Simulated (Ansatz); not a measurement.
# Tl$_{4}$O$_{3}$ (space group P2_1/m, No. 11; a cell from a computed database, its experimental status unchecked)

```yaml
crystal:
  lattice:
    - [7.56660, 0.00000, 0.00000]
    - [0.00000, 3.47402, 0.00000]
    - [-3.52492, 0.00000, 10.27940]
  atoms:
    - { symbol: Tl, position: [0.42492, 0.75000, 0.60957] }
    - { symbol: Tl, position: [0.57508, 0.25000, 0.39043] }
    - { symbol: Tl, position: [0.06879, 0.25000, 0.36691] }
    - { symbol: Tl, position: [0.93121, 0.75000, 0.63309] }
    - { symbol: Tl, position: [0.29937, 0.25000, 0.85348] }
    - { symbol: Tl, position: [0.70063, 0.75000, 0.14652] }
    - { symbol: Tl, position: [0.77311, 0.25000, 0.86800] }
    - { symbol: Tl, position: [0.22689, 0.75000, 0.13200] }
    - { symbol: O, position: [0.22122, 0.25000, 0.59933] }
    - { symbol: O, position: [0.77878, 0.75000, 0.40067] }
    - { symbol: O, position: [0.47899, 0.25000, 0.17235] }
    - { symbol: O, position: [0.52101, 0.75000, 0.82765] }
    - { symbol: O, position: [0.63516, 0.25000, 0.61136] }
    - { symbol: O, position: [0.36484, 0.75000, 0.38864] }
```

Method: PBEsol (Ansatz, a first-principles code, PAW, spin-orbit coupling left out). Γ-centred 4×8×3 mesh, Fermi–Dirac width 0.05 eV.

The volume per atom comes out as 19.30 Å³, the density comes out as 10.64 g/cm³ and the band gap comes out as 0.73 eV, indirect, A–E (38 % along) → Γ–A (33 % along). The total energy comes out as -6694.575 eV/atom (σ→0; compares only within this code and set-up).

Spin-orbit coupling, missing from the scalar runs, can matter with Tl. No phonon test of stability was made.
